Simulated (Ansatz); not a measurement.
Consider W-vacancy pair (W on one host Ir site, one Ir site vacant) in fcc Ir, neutral cell. These are PBE, PAW (plane waves to 420 eV; Ansatz, a quantum-chemistry and plane-wave program) values and carry that method's errors.

32-site cell at the relaxed PBE lattice, a 2×2×2 k-point mesh shifted by half a step, smearing 0.10 eV, spin-restricted, no finite-size correction. Energies are static. Spin-orbit coupling is left out. Forms of the defect that were not tried may lie lower. The start lies 0.13 eV above the lowest site run (PBE).

Barriers: single points on a 4×4×4 k-point mesh shifted by half a step at the bands' geometries (they differ from the bands' own by up to 0.27 eV, and are uncertain by about as much).

Relaxed starting cell (atoms counted from 1):

```
CELL_PARAMETERS angstrom
      7.74197     0.00000     0.00000
      0.00000     7.74197     0.00000
      0.00000     0.00000     7.74197
ATOMIC_POSITIONS crystal
  W  0.99955 0.00144 0.00335
  Ir 0.99955 0.00204 0.49995
  Ir 0.99954 0.49808 0.00397
  Ir 0.99952 0.49353 0.49546
  Ir 0.49956 0.99972 0.00168
  Ir 0.49955 0.99921 0.50213
  Ir 0.49954 0.50021 0.00110
  Ir 0.49953 0.50069 0.50261
  Ir 0.99957 0.24997 0.75201
  Ir 0.99955 0.75009 0.25188
  Ir 0.99956 0.75334 0.75527
  Ir 0.49955 0.24964 0.25154
  Ir 0.49955 0.25036 0.75080
  Ir 0.49956 0.74888 0.25230
  Ir 0.49956 0.74922 0.75114
  Ir 0.24739 0.00197 0.25104
  Ir 0.24935 0.99963 0.75236
  Ir 0.24893 0.49841 0.25203
  Ir 0.24860 0.50042 0.75180
  Ir 0.75170 0.00199 0.25102
  Ir 0.74973 0.99965 0.75237
  Ir 0.75018 0.49841 0.25203
  Ir 0.75049 0.50042 0.75179
  Ir 0.24740 0.24907 0.00387
  Ir 0.24890 0.25010 0.50033
  Ir 0.24936 0.75044 0.00157
  Ir 0.24861 0.74986 0.50234
  Ir 0.75167 0.24909 0.00391
  Ir 0.75018 0.25010 0.50034
  Ir 0.74973 0.75044 0.00158
  Ir 0.75048 0.74987 0.50234
```

End state 1 differs by these moves (Å; atoms that move under 0.08 Å are left out):

```
atom  element    Δx    Δy    Δz
----  -------  ----  ----  ----
1           W  0.00  1.91  1.91
```

Give the forward and backward barriers to end state 1 at the level PBE, PAW.

forward 2.98 eV, backward 2.98 eV; at the saddle point atom 1 has neighbours 4 Ir at 2.50, 2 Ir at 2.98, 2 Ir at 3.03 Å. The saddle point's order was not checked, and it lies on a symmetry element of the cell, where a band can be held.

End state 2 differs by these moves (Å; atoms that move under 0.08 Å are left out):

```json
[
 {"atom": "3", "element": "Ir", "Δx": "0.00", "Δy": "-1.91", "Δz": "1.91"}
]
```

Estimate the forward and backward barriers to end state 2 that PBE, PAW returns for this input.

forward 2.54 eV, backward 2.67 eV; at the saddle point atom 3 has neighbours 2 Ir at 2.47, 2 Ir at 2.57, Ir at 2.79, Ir at 3.19; W at 2.83 Å. The saddle point's order was not checked, and it lies on a symmetry element of the cell, where a band can be held.
